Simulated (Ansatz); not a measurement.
An Ansatz (a first-principles code) input (Kohn–Sham DFT with the PBEsol functional, run in Ansatz with PAW and 420 eV plane waves, no spin-orbit coupling):

Ansatz 0.2 input:
```yaml
crystal:
  lattice:
    - [6.7130844935, 0, 0]
    - [0, 6.7130844935, 0]
    - [3.3565422468, -3.3565422468, 2.953367566]
  atoms:
    - { symbol: O, position: [0.4970831372, 0.3181250534, 0.6362501068] }
    - { symbol: O, position: [0.7529168628, 0.9318749466, 0.8637498932] }
    - { symbol: O, position: [0.383333244, 0.9318749466, 0.8637498932] }
    - { symbol: O, position: [0.866666756, 0.3181250534, 0.6362501068] }
    - { symbol: O, position: [0.3181250534, 0.4970831372, 0.3637498932] }
    - { symbol: O, position: [0.9318749466, 0.383333244, 0.1362501068] }
    - { symbol: O, position: [0.9318749466, 0.7529168628, 0.1362501068] }
    - { symbol: O, position: [0.3181250534, 0.866666756, 0.3637498932] }
    - { symbol: Si, position: [0.5, 0.5, 0] }
    - { symbol: Si, position: [0.75, 0.75, 0.5] }
    - { symbol: Hf, position: [0.25, 0.25, 0.5] }
    - { symbol: Hf, position: [0, 0, 0] }
basis: { ecutwfc: 420, ecutrho_ratio: 4, xc_grid: 2, fft_grid_basis: typed }
kpoints: { mp_grid: { grid: [6, 6, 6] } }
hamiltonian:
  xc: pbesol
  dispersion: none
  pseudopotentials: { kind: paw }
scf: { occupations: { method: fermi_dirac, width: 0.05 } }
relax: { f_tol: 0.005, max_steps: 50, cell: { stress_tol: 0.01, fix: [a, b, gamma] } }
output: { forces: true, stress: true }
checkpoint: { write: state.ck, write_every: 1000 }
```

Problem. Which symmetry and how many k-points will the program report, and about how many plane waves at Γ?

Solution. Space group I41/amd (ITA 141) with 16 operations, k-points 30 of 216, and 2577 plane waves at Γ.

Problem. And the final pressure?

Solution. -4.79 GPa (compression positive).

The cells carry an imposed strain or load. No phonon test of stability was made. The cell was made from HfSiO₄ (space group I4_1/amd, No. 141) by this change: biaxial strain +1.99 %, plane normal [001], relaxed out of plane.
